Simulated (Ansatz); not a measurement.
Start from ScAlCO (space group P6_3mc, No. 186; a = 3.234 Å, c = 10.145 Å; a cell from a computed database, its experimental status unchecked).

One thing is altered: an isotropic linear strain of +0.51 %, atoms relaxed at fixed cell.

Levels (all Ansatz, an electronic-structure program, PAW): PBEsol (420 eV, no spin-orbit coupling); r2SCAN (500 eV, no SOC); HSE06 (420 eV, scalar-relativistic without spin-orbit coupling).

One geometry, relaxed with PBEsol, under each level:

```json
[
 {"level": "PBEsol", "band gap": "1.19 eV", "lowest conduction level above the VBM at special points": "M 1.19 eV; L 1.31 eV; Γ 2.67 eV; A 2.73 eV", "pressure": "-2.70 GPa"},
 {"level": "r2SCAN", "band gap": "…", "lowest conduction level above the VBM at special points": "…", "pressure": "…"},
 {"level": "HSE06", "band gap": "2.22 eV", "lowest conduction level above the VBM at special points": "M 2.22 eV; L 2.34 eV; Γ 3.90 eV", "pressure": "–"}
]
```

**Question.** Give the withheld r2SCAN results.

**Answer.** 
- r2SCAN, band gap: 1.55 eV
- r2SCAN, lowest conduction level above the VBM at special points: M 1.55 eV; L 1.68 eV; Γ 3.04 eV; A 3.08 eV
- r2SCAN, pressure: -1.04 GPa

Single points use the geometry relaxed with PBEsol. Their cutoffs differ, which shifts pressures a little. HSE06 gaps are upper bounds (no full band path). Whether these cells are dynamically stable was not tested. All final runs are without spin polarisation.
